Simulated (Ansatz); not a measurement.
Sn (model structure, started from the Si type, Ia-3, No. 206, 8 atoms in the cell), treated with LDA in Ansatz (PAW).

From the output:

```
WARN output.stress: scf.convergence.dr2_threshold = 1.6e-8 eV (the default of a walk held to its f_tol) is looser than the 8e-10 eV advised for a printed …
Relaxation: its limit of steps is 80 (relax.max_steps)
Crystal: 8 atoms, lattice volume = 248.840 Å³
Basis set: ecut = 520 eV, 6699 PW (Γ), exchange–correlation on 108×108×108 points (8 copies of the dense FFT grid, shifted against one another)
Bands: 68, of which v1, the nominal top of the filled ones, is band 56 counted from 1 (55 counted from 0)
Symmetry: 24 space group operations
Space group: Ia-3 (ITA 206), of the structure as read, at distance tolerance 6.3e-5 Å
k-points: 61 of 1000
Functional: x = slater, c = lda
SCF iter   1: F=—  HF=-47035.648311 eV  |F-HF|=—  |Δ(HF+E_count)|=         —  Δρ=6.37e-3  dr2=4.38e-2
SCF iter   2: F=—  HF=-47035.633052 eV  |F-HF|=—  |Δ(HF+E_count)|=   1.53e-2  Δρ=2.94e-3  dr2=9.66e-3
  ...
SCF 1 converged in 6 iterations: F = -47035.629958 eV  dr2 = 1.50e-7
Crystal: 8 atoms, lattice volume = 248.840 Å³
Initial density: handed on by an earlier stage of this run
SCF 2 converged in 5 iterations: F = -47035.630412 eV  dr2 = 4.29e-8
Crystal: 8 atoms, lattice volume = 248.840 Å³
SCF iter   4: F=—  HF=-47035.631057 eV  |F-HF|=—  |Δ(HF+E_count)|=   3.24e-7  Δρ=7.10e-6  dr2=1.72e-7
SCF iter   5: F=-47035.631057 eV  HF=-47035.631057 eV  |F-HF|=1.82e-9  |Δ(HF+E_count)|=   1.67e-8  Δρ=1.44e-6  dr2=8.46e-9
SCF 3 converged in 5 iterations: F = -47035.631057 eV  dr2 = 8.46e-9
relax step   3: F+E_penalty+E_count = -47035.63105717 eV  Δ(F+E_penalty+E_count) = -6.456e-4 eV  max|allowed force component| = 9.291e-5 eV/Å  Δτ_max = 0.0044 Å  (5 SCF iters, accepted)
SCF converged after 5 iterations
Free energy (F): -47035.631057 eV
Internal energy: -47035.611047 eV  (E = F + TS)
E sigma→0 (E₀):  -47035.621052 eV
Fermi energy:    8.572330 eV
--- Forces (eV/Å), atoms counted from 1 ---
  atom   1  Sn    -0.00009291    -0.00009291    -0.00009291
  atom   2  Sn     0.00009291     0.00009291    -0.00009291
  atom   3  Sn    -0.00009291     0.00009291     0.00009291
  atom   4  Sn     0.00009291    -0.00009291     0.00009291
  atom   5  Sn     0.00009291     0.00009291     0.00009291
  atom   6  Sn    -0.00009291    -0.00009291     0.00009291
  atom   7  Sn     0.00009291    -0.00009291    -0.00009291
  atom   8  Sn    -0.00009291     0.00009291    -0.00009291
--- Stress (GPa, compression-positive) ---
       -0.847395       0.000000       0.000000
        0.000000      -0.847395      -0.000000
       -0.000000       0.000000      -0.847395
  P = ⅓ Tr σ = -0.8474 GPa (-8.474 kbar)
```

Problem. Write an input file that could have produced this run (the log leaves some choices open).

Solution. One answer among several that fit: 
Ansatz 0.2 input:
```yaml
crystal:
  lattice:
    - [-3.9623574887, 3.9623574887, 3.9623574887]
    - [3.9623574887, -3.9623574887, 3.9623574887]
    - [3.9623574887, 3.9623574887, -3.9623574887]
  atoms:
    - { symbol: Sn, position: [0.2070725663, 0.2070725663, 0.2070725663] }
    - { symbol: Sn, position: [0.5, 0.0, 0.2929274337] }
    - { symbol: Sn, position: [0.2929274337, 0.5, 0.0] }
    - { symbol: Sn, position: [0.0, 0.2929274337, 0.5] }
    - { symbol: Sn, position: [0.7929274337, 0.7929274337, 0.7929274337] }
    - { symbol: Sn, position: [0.5, 0.0, 0.7070725663] }
    - { symbol: Sn, position: [0.7070725663, 0.5, 0.0] }
    - { symbol: Sn, position: [0.0, 0.7070725663, 0.5] }
basis:
  ecutwfc: 520
  ecutrho_ratio: 4
  xc_grid: 2
kpoints:
  mp_grid: { grid: [10, 10, 10] }
hamiltonian:
  xc: lda
  dispersion: none
  pseudopotentials: { kind: paw }
scf:
  occupations: { method: fermi_dirac, width: 0.05 }
output:
  forces: true
  stress: true
  eigenvalues: true
relax:
  f_tol: 0.004
  escape_saddle: false
  max_steps: 80
```

The cell is one volume of an energy–volume scan, off the minimum.

The PAW data were made under PBE.

Note: the relaxation could raise the start's symmetry but not lower it, so the cell can be a saddle point.

Computing time: about 4 core-minutes (a rough figure).

A model structure was made by putting elements into a prototype or built by hand; it is no filed structure, need not be a known phase, and can be a saddle point held by its symmetry.

Ansatz is a program for electronic structure.
